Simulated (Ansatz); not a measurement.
SnSiO3 (model structure, started from the tetragonal perovskite type, P4mm, No. 99, 5 atoms in the cell), treated with r²SCAN (Ansatz, an electronic-structure program, PAW).

Numerical settings: plane-wave cutoff 560 eV, 10×10×10 k mesh, Fermi–Dirac smearing 0.01 eV, scalar-relativistic PAW data made under PBE.

Cell (relaxed at this level):

```cif
data_O3SiSn
_chemical_formula_sum 'Si1 Sn1 O3'
_space_group_name_H-M_alt 'P4mm'
_space_group_IT_number 99
_space_group_name_Hall 'P 4 -2'
_cell_length_a 3.46527
_cell_length_b 3.46527
_cell_length_c 4.73481
_cell_angle_alpha 90.000
_cell_angle_beta 90.000
_cell_angle_gamma 90.000
loop_
_atom_site_label
_atom_site_type_symbol
_atom_site_symmetry_multiplicity
_atom_site_Wyckoff_symbol
_atom_site_fract_x
_atom_site_fract_y
_atom_site_fract_z
_atom_site_occupancy
Si1 Si 1 b 0.50000 0.50000 0.49124 1
Sn1 Sn 1 a 0.00000 0.00000 0.02113 1
O1 O 1 b 0.50000 0.50000 0.83235 1
O2 O 2 c 0.00000 0.50000 0.38064 1
```

Question: Predict the band gap, Γ–Γ gap and bulk modulus.

Answer: 
- band gap = 1.31 eV (on the SCF k mesh)
- Γ–Γ gap = 4.59 eV
- bulk modulus = 101 GPa

Note: the bulk modulus is −V dP/dV from two relaxed cells at ±2 % in volume; the relaxation could raise the start's symmetry but not lower it, so the cell can be a saddle point.

Spin–orbit coupling is not included.

The result took very roughly 13 core-minutes.

A model structure was made by putting elements into a prototype or built by hand; it is no filed structure, need not be a known phase, and can be a saddle point held by its symmetry.
